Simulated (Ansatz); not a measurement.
The starting structures come from a database of crystals and need not be the phases stable at ambient conditions.

```
CELL_PARAMETERS angstrom
      7.69290    -0.00679     0.00000
      3.73674     7.72344     0.00000
     -1.97808     3.86511     4.01308
ATOMIC_POSITIONS crystal
  Hg 0.00000 0.00000 0.50000
  Hg 0.50000 0.50000 0.50000
  Hg 0.71660 0.71269 0.00000
  Hg 0.28340 0.28731 0.00000
  P  0.44543 0.64092 0.00000
  P  0.55457 0.35908 0.00000
  Cl 0.22496 0.27504 0.44993
  Cl 0.77504 0.72496 0.55007
  Cl 0.11323 0.10483 0.00000
  Cl 0.88677 0.89517 0.00000
```

Space group of this cell: C2/m. The cell was relaxed by PBE-D3(BJ); by PBEsol its mean pressure is -1.2 GPa.

Transport runs along the normal of the first two printed cell vectors.

The gap is the functional's own, uncorrected, and κ follows it; spin-orbit coupling is left out. Mid-gap values are interpolated between the computed energies.

**Question.** State the band gap and the smallest decay constant κ at mid-gap according to PBEsol run with Ansatz (an electronic-structure program).

**Answer.** Gap 1.55 eV on a 8×8×8 mesh; κ = 0.206 1/Å, at (0.000, 0.500) of the in-plane reciprocal vectors. At the zone centre, at the nearest computed energy, the slowest state has κ = 0.26 1/Å.
